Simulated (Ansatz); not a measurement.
Given:

```xyz
4
Lattice="2.5232 0.0000 0.0000 -1.2616 2.1852 0.0000 0.0000 0.0000 4.2002" Properties=species:S:1:pos:R:3 pbc="T T T"
B      0.0000     1.4568     0.0013
B      1.2616     0.7284     2.1014
N      0.0000     1.4568     1.5738
N      1.2616     0.7284     3.6739
```

No spin polarisation.

Computed with DFT with LDA, PAW potentials and a 420 eV plane-wave cutoff in Ansatz (a first-principles code), no spin-orbit coupling. Settings: 15×15×8 k-points, 0.05 eV Fermi–Dirac smearing.

**Question.** Predict the stress and space group.

**Answer.** The stress (xx, yy, zz, yz, xz, xy; compression positive) is (-0.37, -0.37, -6.42, 0.00, 0.00, 0.00) GPa and the space group is P6_3mc (No. 186).

The cells carry an imposed strain or load. Stability against distortions was not tested. The cell was made from BN in the wurtzite structure (space group P6_3mc, No. 186) by this change: uniaxial strain ε_zz = +0.60 %.
